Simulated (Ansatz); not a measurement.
BaCu₂S₂ (Pnma, No. 62) was calculated with PBEsol in Ansatz (PAW).

Numerical settings: plane-wave cutoff 520 eV, 4×8×4 k mesh (along the axes of the cell as run), Fermi–Dirac smearing 0.01 eV, no spin polarisation, scalar-relativistic PAW data made under PBE.

Cell (relaxed at this level):

```cif
data_Ba4Cu8S8
_chemical_formula_sum 'Cu8 S8 Ba4'
_space_group_name_H-M_alt 'P 1'
_space_group_IT_number 1
_cell_length_a 9.09975
_cell_length_b 3.96839
_cell_length_c 10.19774
_cell_angle_alpha 90.000
_cell_angle_beta 90.000
_cell_angle_gamma 90.000
loop_
_space_group_symop_operation_xyz
  'x, y, z'
loop_
_atom_site_label
_atom_site_type_symbol
_atom_site_fract_x
_atom_site_fract_y
_atom_site_fract_z
_atom_site_occupancy
Cu1 Cu 0.05309 0.25000 0.11422 1
Cu2 Cu 0.44691 0.75000 0.61422 1
Cu3 Cu 0.55309 0.25000 0.38578 1
Cu4 Cu 0.94691 0.75000 0.88578 1
S1 S 0.47800 0.25000 0.16653 1
S2 S 0.02200 0.75000 0.66653 1
S3 S 0.97800 0.25000 0.33347 1
S4 S 0.52200 0.75000 0.83347 1
S5 S 0.15576 0.75000 0.04106 1
S6 S 0.34424 0.25000 0.54106 1
S7 S 0.65576 0.75000 0.45894 1
S8 S 0.84424 0.25000 0.95894 1
Cu5 Cu 0.41632 0.75000 0.04472 1
Cu6 Cu 0.08368 0.25000 0.54472 1
Cu7 Cu 0.91632 0.75000 0.45528 1
Cu8 Cu 0.58368 0.25000 0.95528 1
Ba1 Ba 0.25794 0.75000 0.32447 1
Ba2 Ba 0.24206 0.25000 0.82447 1
Ba3 Ba 0.75794 0.75000 0.17553 1
Ba4 Ba 0.74206 0.25000 0.67553 1
```

Give the computed band gap, smallest direct gap on the k points sampled and direct gap at Γ.


- band gap = 0.96 eV
- smallest direct gap on the k points sampled = 0.98 eV
- direct gap at Γ = 1.01 eV

Note: the volume lies 6 % below that of the published cell.

Spin–orbit coupling is not included.

Static lattice: no zero-point or thermal effects.

Ansatz is a first-principles code.
